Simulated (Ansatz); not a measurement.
Results of PBEsol-D3(BJ) (PAW; Ansatz, a first-principles code) for C11b WSi₂.

Settings: plane-wave cutoff 520 eV, 24×24×24 k mesh, Fermi–Dirac smearing 0.05 eV, no spin polarisation, scalar-relativistic PAW data made under PBE.

A third-order Birch–Murnaghan fit to the energies gives V0 = 12.983 Å³/atom, B0 = 248 GPa, B′ = 4.3.

```csv
V (Å³/atom),P (GPa)
12.463,11.05
12.723,[?]
12.982,0.01
13.242,[?]
13.502,-8.92
```

### Question
Estimate the withheld pressures from this fit; the answers are the runs' own values.

### Answer

- 12.723, P (GPa): 5.23
- 13.242, P (GPa): -4.69

The formula P = (3/2) B0 (x^(7/3) − x^(5/3)) [1 + (3/4)(B′ − 4)(x^(2/3) − 1)] with x = V0/V meets the computed pressures within 0.02 GPa when these rounded values are put in.

Shape and atoms are relaxed at each volume.

Note: the bulk modulus comes from volumes at which shape and atoms were relaxed.

Spin–orbit coupling is not included.

Computed values are for the static lattice.

Computing time: very roughly 21 core-minutes.
